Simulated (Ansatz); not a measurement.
# SnSe in the GeS type structure (space group Pnma, No. 62; layered, stacked along the Cartesian x axis)

```cif
data_Se4Sn4
_chemical_formula_sum 'Sn4 Se4'
_space_group_name_H-M_alt 'P 1'
_space_group_IT_number 1
_cell_length_a 11.53579
_cell_length_b 4.12093
_cell_length_c 4.57816
_cell_angle_alpha 90.000
_cell_angle_beta 90.000
_cell_angle_gamma 90.000
loop_
_space_group_symop_operation_xyz
  'x, y, z'
loop_
_atom_site_label
_atom_site_type_symbol
_atom_site_fract_x
_atom_site_fract_y
_atom_site_fract_z
_atom_site_occupancy
Sn1 Sn 0.11799 0.25000 0.11649 1
Sn2 Sn 0.38201 0.75000 0.61649 1
Sn3 Sn 0.88201 0.75000 0.88351 1
Sn4 Sn 0.61799 0.25000 0.38351 1
Se1 Se 0.85352 0.25000 0.48533 1
Se2 Se 0.64648 0.75000 0.98533 1
Se3 Se 0.14648 0.75000 0.51467 1
Se4 Se 0.35352 0.25000 0.01467 1
```

All numbers come from Ansatz (a program for electronic structure) r2SCAN+rVV10, no SOC. Settings: 3×8×7 k-points, 0.05 eV Fermi–Dirac smearing.

| Property | Result |
|---|---|
| Volume per atom | 27.20 Å³ |
| Density | 6.03 g/cm³ |
| Band gap | 0.89 eV, indirect, k = (0, 0, 0.429) in the run's primitive reciprocal basis → Y–Γ (33 % along) |
| Electron mass | 1.1 mₑ along a, 0.16 mₑ along b, 0.18 mₑ along c |
| Total energy | -5757.229 eV/atom (σ→0; compares only within this code and set-up) |

Masses are band curvatures over ±0.01 Å⁻¹ around the edge. No phonon test of stability was made.
